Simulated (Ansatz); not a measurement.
Electronic density of states of amorphous Bi$_{8}$Ge$_{6}$O$_{24}$, density 6.50 g/cm³, on a 2×2×2 Γ-centred mesh with a Gaussian width of 0.1 eV; energies count from the Fermi level, whose place inside the gap is arbitrary. Cell and mesh are small, so fine structure isn't converged. These are PBE, scalar-relativistic without spin-orbit coupling (plane waves to 420 eV, PAW; Ansatz, an electronic-structure program) values and carry that method's errors. Sampling: a 2×2×2 Γ-centred mesh; Fermi-Dirac width 0.02 eV; no spin polarisation.

A CHGNet melt-quench gave the starting glass, which DFT then relaxed. O atoms were pushed apart under 1.9 Å during the dynamics, to hinder bonds among them. The hot cell started wider than the set density and was brought back towards it in steps. It is the lowest in DFT energy of 2 quenches. It is a model cell: composition and starting density were chosen by hand, and all elements were melted together. No dispersion term was used. Its density started from a set value of 6.93 and ended at 6.50 g/cm³. The simulated quench (nominally 210 K/ps over its main leg) is rapid and tends to freeze in more defects than a deposited or slowly cooled glass has. A cell of this size samples the disorder only roughly. Volume and shape were free in the relaxation.

| E - EF (eV) | states/(eV atom) |
|---|---|
| -12.00 | 0.00 |
| -11.90 | 0.00 |
| -11.80 | 0.00 |
| -11.70 | 0.00 |
| -11.60 | 0.00 |
| -11.50 | 0.00 |
| -11.40 | 0.06 |
| -11.30 | 0.31 |
| -11.20 | 0.51 |
| -11.10 | 0.52 |
| -11.00 | 0.52 |
| -10.90 | 0.46 |
| -10.80 | 0.39 |
| -10.70 | 0.27 |
| -10.60 | 0.23 |
| -10.50 | 0.20 |
| -10.40 | 0.13 |
| -10.30 | 0.06 |
| -10.20 | 0.03 |
| -10.10 | 0.08 |
| -10.00 | 0.18 |
| -9.90 | 0.15 |
| -9.80 | 0.09 |
| -9.70 | 0.06 |
| -9.60 | 0.11 |
| -9.50 | 0.16 |
| -9.40 | 0.16 |
| -9.30 | 0.15 |
| -9.20 | 0.17 |
| -9.10 | 0.12 |
| -9.00 | 0.10 |
| -8.90 | 0.09 |
| -8.80 | 0.14 |
| -8.70 | 0.14 |
| -8.60 | 0.12 |
| -8.50 | 0.16 |
| -8.40 | 0.14 |
| -8.30 | 0.08 |
| -8.20 | 0.06 |
| -8.10 | 0.10 |
| -8.00 | 0.10 |
| -7.90 | 0.09 |
| -7.80 | 0.14 |
| -7.70 | 0.10 |
| -7.60 | 0.09 |
| -7.50 | 0.15 |
| -7.40 | 0.14 |
| -7.30 | 0.13 |
| -7.20 | 0.08 |
| -7.10 | 0.02 |
| -7.00 | 0.00 |
| -6.90 | 0.00 |
| -6.80 | 0.06 |
| -6.70 | 0.21 |
| -6.60 | 0.37 |
| -6.50 | 0.50 |
| -6.40 | 0.59 |
| -6.30 | 0.49 |
| -6.20 | 0.42 |
| -6.10 | 0.55 |
| -6.00 | 0.63 |
| -5.90 | 0.51 |
| -5.80 | 0.45 |
| -5.70 | 0.49 |
| -5.60 | 0.58 |
| -5.50 | 0.53 |
| -5.40 | 0.48 |
| -5.30 | 0.44 |
| -5.20 | 0.45 |
| -5.10 | 0.53 |
| -5.00 | 0.49 |
| -4.90 | 0.56 |
| -4.80 | 0.57 |
| -4.70 | 0.52 |
| -4.60 | 0.59 |
| -4.50 | 0.60 |
| -4.40 | 0.54 |
| -4.30 | 0.56 |
| -4.20 | 0.65 |
| -4.10 | 0.65 |
| -4.00 | 0.61 |
| -3.90 | 0.63 |
| -3.80 | 0.73 |
| -3.70 | 0.76 |
| -3.60 | 0.76 |
| -3.50 | 0.80 |
| -3.40 | 0.88 |
| -3.30 | 0.97 |
| -3.20 | 0.98 |
| -3.10 | 1.08 |
| -3.00 | 1.25 |
| -2.90 | 1.21 |
| -2.80 | 1.19 |
| -2.70 | 1.15 |
| -2.60 | 1.15 |
| -2.50 | 1.19 |
| -2.40 | 0.92 |
| -2.30 | 0.61 |
| -2.20 | 0.62 |
| -2.10 | 0.56 |
| -2.00 | 0.53 |
| -1.90 | 0.47 |
| -1.80 | 0.39 |
| -1.70 | 0.48 |
| -1.60 | 0.52 |
| -1.50 | 0.28 |
| -1.40 | 0.04 |
| -1.30 | 0.00 |
| -1.20 | 0.00 |
| -1.10 | 0.00 |
| -1.00 | 0.00 |
| -0.90 | 0.00 |
| -0.80 | 0.00 |
| -0.70 | 0.00 |
| -0.60 | 0.00 |
| -0.50 | 0.00 |
| -0.40 | 0.00 |
| -0.30 | 0.00 |
| -0.20 | 0.00 |
| -0.10 | 0.00 |
| 0.00 | 0.00 |
| 0.10 | 0.00 |
| 0.20 | 0.00 |
| 0.30 | 0.00 |
| 0.40 | 0.00 |
| 0.50 | 0.00 |
| 0.60 | 0.00 |
| 0.70 | 0.00 |
| 0.80 | 0.00 |
| 0.90 | 0.00 |
| 1.00 | 0.00 |
| 1.10 | 0.00 |
| 1.20 | 0.00 |
| 1.30 | 0.00 |
| 1.40 | 0.03 |
| 1.50 | 0.14 |
| 1.60 | 0.22 |
| 1.70 | 0.27 |
| 1.80 | 0.36 |
| 1.90 | 0.36 |
| 2.00 | 0.34 |
| 2.10 | 0.37 |
| 2.20 | 0.29 |
| 2.30 | 0.31 |
| 2.40 | 0.35 |
| 2.50 | 0.33 |
| 2.60 | 0.40 |
| 2.70 | 0.39 |
| 2.80 | 0.31 |
| 2.90 | 0.37 |
| 3.00 | 0.44 |
| 3.10 | 0.36 |
| 3.20 | 0.43 |
| 3.30 | 0.54 |
| 3.40 | 0.45 |
| 3.50 | 0.33 |
| 3.60 | 0.38 |
| 3.70 | 0.46 |
| 3.80 | 0.45 |
| 3.90 | 0.43 |
| 4.00 | 0.45 |
| 4.10 | 0.51 |
| 4.20 | 0.46 |
| 4.30 | 0.36 |
| 4.40 | 0.52 |
| 4.50 | 0.58 |
| 4.60 | 0.45 |
| 4.70 | 0.45 |
| 4.80 | 0.45 |
| 4.90 | 0.28 |
| 5.00 | 0.27 |
| 5.10 | 0.42 |
| 5.20 | 0.39 |
| 5.30 | 0.36 |
| 5.40 | 0.38 |
| 5.50 | 0.27 |
| 5.60 | 0.07 |
| 5.70 | 0.01 |

The gap on this mesh is 3.02 eV; the broadening fills part of it in the curve.
